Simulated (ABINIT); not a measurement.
A self-consistent single point of NaCaMg14 (Amm2, 16 atoms in the cell) with ABINIT.

Method: LDA (PW92), norm-conserving pseudopotentials (PseudoDojo nc-sr-04 LDA standard) (plane waves; ABINIT).

```xyz
16
Lattice="10.3597 0.0000 0.0000 0.0000 3.2213 5.6037 0.0000 -3.2213 5.6037" Properties=species:S:1:pos:R:3 pbc="T T T"
Na     5.1799     0.0000     7.4584
Ca     5.1799     0.0000     1.8598
Mg     0.0000     0.0000     1.8676
Mg     0.0000     0.0000     7.4664
Mg     5.1799    -1.5862     4.6887
Mg     5.1799     1.5862     4.6887
Mg     0.0000    -1.6083     4.6722
Mg     0.0000     1.6083     4.6722
Mg     2.4691    -1.6075     6.5076
Mg     7.8906     1.6075     6.5076
Mg     7.8906    -1.6075     6.5076
Mg     2.4691     1.6075     6.5076
Mg     2.5292     0.0000     3.7632
Mg     7.8305     0.0000     3.7632
Mg     2.5835     0.0000     9.3641
Mg     7.7762     0.0000     9.3641
```

Reference input (self-consistent single point, DFT, LDA (PW92), plane waves, norm-conserving pseudopotentials (PseudoDojo nc-sr-04 LDA standard)): pseudos = [Na.upf, Ca.upf, Mg.upf]; ecut = 88 Ry; occopt = 3; tsmear = 0.00367493 Ha; ngkpt = 2 3 3; nshiftk = 1; shiftk = 0 0 0; potentials = PseudoDojo nc-sr-04 LDA standard; nband = 99; kptopt = 1; nstep = 50; tolvrs = 1e-12. This run's input differs from it in these lines:

```diff
@@ -29,3 +29,3 @@
          0.7506200000    0.8355300000    0.8355300000
-ecut 88 Ry
+ecut 36 Ry
 occopt 3
```

Log, with long lists cut:

```
--- !BeginCycle
solver: {iscf: 7, nstep: 50, nline: 4, wfoptalg: 0, }
tolerances: {tolvrs: 1.00E-12, }
...

     iter   Etot(hartree)      deltaE(h)  residm     vres2
 ETOT  1  -898.79396770243    -8.988E+02 6.907E-02 3.076E+03
 ETOT  2  -899.79371590984    -9.997E-01 5.220E-03 7.360E+02
 ETOT  3  -899.85081946160    -5.710E-02 1.664E-02 4.902E+01
 ETOT  4  -899.85396807645    -3.149E-03 1.484E-03 6.604E-01
 ETOT  5  -899.85402174896    -5.367E-05 3.029E-04 2.299E-02
 ETOT  6  -899.85402353610    -1.787E-06 4.870E-04 1.092E-04
 ETOT  7  -899.85402360181    -6.570E-08 8.300E-05 2.943E-06
 ETOT  8  -899.85402360239    -5.803E-10 8.495E-05 2.783E-07
 ETOT  9  -899.85402360240    -1.523E-11 3.070E-05 8.949E-09
 ETOT 10  -899.85402360243    -2.433E-11 1.427E-05 2.851E-10
 ETOT 11  -899.85402360242     4.889E-12 1.362E-05 5.257E-12
 ETOT 12  -899.85402360244    -1.626E-11 2.431E-06 2.970E-13
 At SCF step   12       vres2   =  2.97E-13 < tolvrs=  1.00E-12 =>converged.

 Cartesian components of stress tensor (hartree/bohr^3)
  sigma(1 1)=  1.68406036E-02  sigma(3 2)=  0.00000000E+00
  sigma(2 2)=  1.68842042E-02  sigma(3 1)=  0.00000000E+00
  sigma(3 3)=  1.69163523E-02  sigma(2 1)=  0.00000000E+00

 ----iterations are completed or convergence reached----

 reduced coordinates (array xred) for   16 atoms
       0.500000000000      0.665490000000      0.665490000000
       0.500000000000      0.165940000000      0.165940000000
       0.000000000000      0.166640000000      0.166640000000
       0.000000000000      0.666200000000      0.666200000000
       0.500000000000      0.172150000000      0.664570000000
       0.500000000000      0.664570000000      0.172150000000
   [... lines left out ...]
 Fermi (or HOMO) energy (eV) =   4.09340   Average Vxc (eV)=  -8.96621
   [... lines left out ...]
total_energy        : -8.99854023602438E+02
total_energy_eV     : -2.44862732542114E+04
band_energy         : -2.13649962040427E+02
...

-Cartesian components of stress tensor (GPa)         [Pressure= -4.9664E+02 GPa]
- sigma(1 1)=  4.95467580E+02  sigma(3 2)=  0.00000000E+00
- sigma(2 2)=  4.96750353E+02  sigma(3 1)=  0.00000000E+00
- sigma(3 3)=  4.97696183E+02  sigma(2 1)=  0.00000000E+00

 Calculation completed.
```

The run converged in 12 iterations. Against the reference run the free energy goes up by 24.4 eV/atom, the pressure goes from -0.38 to -496.6 GPa and the largest force goes from 0.100 to 0.108 eV/Å.

The starting cell comes from a database of computed structures (which also holds hypothetical and non-ambient phases and stackings), without a prior relaxation at this level. Its lattice was rescaled by a random factor within 2.5 % of one. At the lowered cutoff the pressure carries the error of an incomplete plane-wave basis.

Cost on one core of a shared machine: roughly 10 min.
